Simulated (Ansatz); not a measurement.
## CdS in the wurtzite structure (space group P6_3mc, No. 186)

```
CELL_PARAMETERS angstrom
      4.19625     0.00000     0.00000
     -2.09812     3.63406     0.00000
      0.00000     0.00000     6.82952
ATOMIC_POSITIONS crystal
  Cd 0.66667 0.33333 0.49977
  Cd 0.33333 0.66667 0.99977
  S  0.66667 0.33333 0.12323
  S  0.33333 0.66667 0.62323
```

All numbers come from Ansatz (a program for electronic structure), PBE, PAW, cutoff 420 eV, scalar-relativistic without spin-orbit coupling. Γ-centred 9×9×5 mesh, Fermi–Dirac width 0.05 eV.

| Quantity | Result |
|---|---|
| Volume per atom | 26.04 Å³ |
| Density | 4.61 g/cm³ |
| Band gap | 1.11 eV, direct at Γ |
| Electron mass | 0.12 mₑ along c, 0.13 mₑ across |
| Lowest conduction-band minima above the VBM | Γ 1.11 eV |
| Total energy | -4578.916 eV/atom (σ→0; compares only within this code and set-up) |

Masses are band curvatures over ±0.01 Å⁻¹ around the edge. No phonon test of stability was made.
